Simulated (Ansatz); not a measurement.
System: O vacancy in rock-salt CaO (charge state +2). The step: one O atom jumps into the vacancy from a nearby O site; the atom moves 3.28 Å along (0.00, 0.48, 0.48) of the unit cell; the moving atom starts with neighbours 2 Ca at 2.38, 2 Ca at 2.41, 2 Ca at 2.47 Å and ends with 2 Ca at 2.38, 2 Ca at 2.41, 2 Ca at 2.46 Å. DFT values are from Ansatz (plane-wave PAW, 420 eV unless said) in a cell of 64 host sites, spin-restricted, static, with no finite-size correction. The charge state is imposed; whether it is stable for some Fermi level was not computed. Forms of the defect that were not tried may lie lower. For the PBE band: the saddle point's order was not checked, and it lies on a symmetry element of the cell, where a band can be held.

| Level | Forward barrier (eV) | Cost of the band or of the saddle's single point |
|---|---|---|
| CHGNet universal potential (has no charge state), its own band | 1.66 | - |
| PBE, the Γ point alone, band relaxed | 1.59 | very roughly 17 core-minutes |
| PBE, a 2×2×2 k-point mesh shifted by half a step, same geometries | 1.77 | around 4 core-minutes (rough) |
| r2SCAN at 500 eV, the Γ point alone, same geometries | [?] | very roughly 100 core-seconds |

What belongs in the gaps?


- r2SCAN at 500 eV, the Γ point alone, same geometries, Forward barrier (eV): 1.71

Ansatz is an electronic-structure program.
